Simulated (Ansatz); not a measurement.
**Sn, pressure series**

Take Sn in the diamond structure (space group Fd-3m, No. 227; a = 6.4734 Å) as the base.

Cell and atoms are relaxed at each pressure.

Level of theory: LDA (Ansatz, a quantum-chemistry and plane-wave program, PAW, no SOC).

Notes on the quantities. enthalpy: H = E + PV relative to the base's energy.

| change | volume per atom | enthalpy |
|---|---|---|
| base | 33.91 Å³ | – |
| pressure −2 GPa | 35.69 Å³ | -0.43 eV/atom |
| pressure −1 GPa | 34.73 Å³ | -0.21 eV/atom |
| pressure 0.9 GPa | (withheld) | +0.19 eV/atom |
| pressure 2.1 GPa | 32.51 Å³ | +0.43 eV/atom |
| pressure 4.5 GPa | 31.24 Å³ | +0.91 eV/atom |
| pressure 9 GPa | 29.42 Å³ | +1.76 eV/atom |
| pressure 15 GPa | (withheld) | +2.83 eV/atom |
| pressure 22.5 GPa | 26.04 Å³ | +4.08 eV/atom |
| pressure 30 GPa | 24.79 Å³ | +5.27 eV/atom |

Some entries are withheld; estimate them.


- pressure 0.9 GPa, volume per atom: 33.27 Å³
- pressure 15 GPa, volume per atom: 27.66 Å³

Load acts through the strain it causes; cell and atoms are relaxed under it. No phonon test of stability was made. Tetrahedral semiconductors of this kind turn to denser phases somewhere between about 1 and 50 GPa; those were not computed, so compressed cells here can lie past the real transition.
